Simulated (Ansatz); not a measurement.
Base system: GaSb in the zinc blende structure (space group F-43m, No. 216).

```yaml
crystal:
  lattice:
    - [0.00000, 3.05600, 3.05600]
    - [3.05600, 0.00000, 3.05600]
    - [3.05600, 3.05600, 0.00000]
  atoms:
    - { symbol: Sb, position: [0.75000, 0.75000, 0.75000] }
    - { symbol: Ga, position: [0.00000, 0.00000, 0.00000] }
```

Cartesian axes are those of the cell as printed.

All numbers come from PBEsol, PAW, 420 eV (Ansatz, a quantum-chemistry and plane-wave program; spin-orbit coupling left out), earlier PAW set.

Before the change:

* **Volume per atom**: 28.54 Å³
* **Pressure**: 0.0 GPa

The change: compressive biaxial strain of 4.93 % in the plane normal to [111], as in epitaxy on a mismatched substrate; the out-of-plane cell vector and the atoms relax.

Q: Predict the new volume per atom.

A: The volume per atom drops by 2.07 Å³, from 28.54 Å³ to 26.47 Å³.

Q: What does the calculation give for the energy relative to the base after the change?

A: The energy increases by 57 meV/atom.

Q: How does this affect the pressure?

A: The pressure (mean of the normal stresses, compression positive) goes from zero to 4.6 GPa.

Whether these cells are dynamically stable was not tested. The final runs are not spin-polarised.
